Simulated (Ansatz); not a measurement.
Inside the gap of an insulator the Bloch states are evanescent, with a wavenumber k + iκ along the transport direction.

Given:

```
CELL_PARAMETERS angstrom
      2.56397     0.00000     0.00000
      0.00000     2.56397     0.00000
      1.28198     1.28198     1.81300
ATOMIC_POSITIONS crystal
  B  0.00000 0.00000 0.00000
  N  0.25000 0.75000 0.50000
```

The cell is taken as given; by r2SCAN it stands under a pressure of -5.2 GPa.

Transport runs along the normal of the first two printed cell vectors, the (001) plane of the conventional cell.

The gap is the functional's own. No spin-orbit coupling. Mid-gap values are those at the computed energy nearest the middle.

**Question.** Compute, with r2SCAN (Ansatz, a first-principles code), the band gap and the smallest decay constant κ at mid-gap.

**Answer.** Gap 4.99 eV on a 16×16×16 mesh; κ = 0.401 1/Å, at (0.500, 0.500) of the in-plane reciprocal vectors. At the zone centre the slowest state has κ = 0.46 1/Å.
